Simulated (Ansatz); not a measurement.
Start from InSb in the zinc blende structure (space group F-43m, No. 216).

```cif
data_InSb
_chemical_formula_sum 'In1 Sb1'
_space_group_name_H-M_alt 'P 1'
_space_group_IT_number 1
_cell_length_a 4.56062
_cell_length_b 4.56062
_cell_length_c 4.56062
_cell_angle_alpha 60.000
_cell_angle_beta 60.000
_cell_angle_gamma 60.000
loop_
_space_group_symop_operation_xyz
  'x, y, z'
loop_
_atom_site_label
_atom_site_type_symbol
_atom_site_fract_x
_atom_site_fract_y
_atom_site_fract_z
_atom_site_occupancy
In1 In 0.00000 0.00000 0.00000 1
Sb1 Sb 0.25000 0.25000 0.25000 1
```

Method: DFT with LDA, PAW potentials and a 420 eV plane-wave cutoff in Ansatz (a first-principles code), no spin-orbit coupling.

One change was made to it. Results:

```tsv
quantity	base	after
lattice parameter a	6.450 Å	6.280 Å
band gap	zero	0.12 eV
```

**Question.** Name the change that was made.
(A) pressure 4.5 GPa
(B) pressure 30 GPa
(C) pressure 15 GPa

**Answer.** A, pressure 4.5 GPa. For comparison, the band gap in the other runs: pressure 30 GPa gives 0.51 eV; pressure 15 GPa gives 0.77 eV.

With Sb present, leaving out spin-orbit coupling can change the band edges. Load acts through the strain it causes; cell and atoms are relaxed under it. Stability against distortions was not tested. Tetrahedral semiconductors of this kind turn to denser phases somewhere between about 1 and 50 GPa; those were not computed, so compressed cells here can lie past the real transition. All final runs are without spin polarisation. A zero or small gap of InSb can be the functional's error rather than a property of the material.
